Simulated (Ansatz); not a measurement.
Where the default PAW files enter, the runs use the earlier of Ansatz's two default sets.

Here is the system:

```
CELL_PARAMETERS angstrom
      5.15399     0.00000     0.00000
      0.00000     5.22811     0.00000
      0.87387     0.00000     5.25757
ATOMIC_POSITIONS crystal
  Zr 0.27631 0.04215 0.79040
  Zr 0.72369 0.95785 0.20960
  Zr 0.72369 0.54215 0.70960
  Zr 0.27631 0.45785 0.29040
  O  0.93079 0.83371 0.84383
  O  0.06921 0.16629 0.15617
  O  0.06921 0.33371 0.65617
  O  0.93079 0.66629 0.34383
  O  0.44930 0.74258 0.02140
  O  0.55070 0.25742 0.97860
  O  0.55070 0.24258 0.47860
  O  0.44930 0.75742 0.52140
```

Space group of this cell: P2_1/c. The cell is taken as given.

These are r2SCAN (plane waves, PAW; Ansatz, a quantum-chemistry and plane-wave program) values and carry that method's errors.

The current runs along the normal of the first two printed vectors; no spin-orbit coupling. Scaled by the factor s: both lengths across the current (ions clamped). Meshes 6×6×6 and 6×6 across the current in all rows.

```json
[
 {"s": "0.98", "mean pressure (GPa)": "10.7", "slowest mid-gap decay constant κ (1/Å)": "0.482"},
 {"s": "1.00", "mean pressure (GPa)": "-0.2", "slowest mid-gap decay constant κ (1/Å)": "0.466"},
 {"s": "1.02", "mean pressure (GPa)": "-9.1", "slowest mid-gap decay constant κ (1/Å)": "?"}
]
```

Question: Take the slope of the slowest mid-gap decay constant κ against ln s from the two given rows, extrapolate to s = 1.02, and say what the run there gives.

Answer: Slope = (0.482 − 0.466) / ln 0.98 = -0.792 1/Å. The line gives 0.466 + (-0.792) × ln 1.02 = 0.450 1/Å. The run gives 0.452 1/Å, 0.002 1/Å over the line, 11 % of the predicted step.
